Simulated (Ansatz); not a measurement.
The 1x1 (100) surface of monoclinic HfO2 (cut with top plane 2 O)

Host crystal: monoclinic HfO2, with a band gap (PBE, scalar-relativistic without spin-orbit coupling).

The numbers are results of r2SCAN, at the PBE geometry (plane waves to 500 eV, PAW; Ansatz, a program for electronic structure), not measurements.

Model: 24-atom slab, 9.3 Å thick at the start (thin: gaps and levels are the slab's own), 4x4x1 mesh, Fermi-Dirac 0.01 eV, dipole correction, single point; on the structure that PBE left under its start's symmetry; no spin, no spin-orbit, no U.

- gap of the slab on its k-mesh = 4.13 eV
- highest filled level below the top vacuum level = 7.57 eV
- caution = the clean host was not checked against rearrangement in a larger or rattled cell
- cost = very roughly 2.9 core-minutes
